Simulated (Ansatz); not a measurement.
Data:

```
CELL_PARAMETERS angstrom
     -1.63550     1.63550     5.53157
      1.63550    -1.63550     5.53157
      1.63550     1.63550    -5.53157
ATOMIC_POSITIONS crystal
  Nb 0.99855 0.99855 0.00000
  Nb 0.74855 0.24855 0.50000
  As 0.41745 0.41745 0.00000
  As 0.16745 0.66745 0.50000
```

No spin polarisation.

All numbers come from PBE (Ansatz, a quantum-chemistry and plane-wave program; PAW; 420 eV plane waves; no spin-orbit coupling). k-mesh 23×23×23 (Γ-centred); smearing 0.1 eV (Fermi–Dirac).

Q: Estimate the band gap.

A: Zero.

Q: Predict the pressure (mean of the normal stresses, compression positive).

A: 43.8 GPa.

Q: What space group does the calculation give?

A: I4_1md (No. 109).

The cells carry an imposed strain or load. No phonon test of stability was made. All final runs are without spin polarisation. The cell was made from NbAs (space group I4_1md, No. 109) by this change: isotropic strain −5.84 %. The zero or small gap of NbAs can change with the level of theory.
